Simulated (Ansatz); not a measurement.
The parent structure is Tb in the hcp (Mg type) structure (space group P6_3/mmc, No. 194; a = 3.471 Å, c = 5.571 Å; ferromagnetic).

Calculations: plane-wave PAW DFT at the PBEsol level (Ansatz, a program for electronic structure, 420 eV), spin-orbit coupling left out, earlier PAW set.

Before the change:

The largest site moment is 5.91 μB and the lattice parameter a is 3.471 Å.

It is then changed as follows: full substitution Tb → Tm; the structure is relaxed again.

Question: Predict the new largest site moment.

Answer: The largest site moment decreases by 4.713 μB to 1.19 μB.

Question: Predict the new lattice parameter a.

Answer: The lattice parameter a goes up by 0.065 Å to 3.536 Å.

Other magnetic orders, which the real material may have, were not ruled out. Open 4f shells without U are poorly described, and the f state was not checked. Stability against distortions was not tested.
